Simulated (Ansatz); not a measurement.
Start from W in the bcc (W type) structure (space group Im-3m, No. 229; a = 3.154 Å; relaxed with 0.1 eV smearing).

Level of theory: PBEsol (Ansatz, a program for electronic structure; PAW; 420 eV plane waves; without spin-orbit coupling).

Strains are applied to the cell and any free atomic positions relax.

One change was made to it. Results:

| quantity | base | after |
|---|---|---|
| pressure | 0.0 GPa | -20.5 GPa |
| energy relative to the base (free energy F) | 0 meV/atom | +82 meV/atom |

Task: Which of these changes matches the shifts?
(A) isotropic strain −1.00 %
(B) isotropic strain −2.50 %
(C) isotropic strain +0.50 %
(D) isotropic strain +2.50 %
(E) isotropic strain −2.00 %

Result: D, isotropic strain +2.50 %. For comparison, the energy relative to the base in the other runs: isotropic strain −2.00 % gives +61 meV/atom; isotropic strain −1.00 % gives +15 meV/atom; isotropic strain −2.50 % gives +96 meV/atom; isotropic strain +0.50 % gives +3.5 meV/atom.

No phonon test of stability was made. The final runs are not spin-polarised.
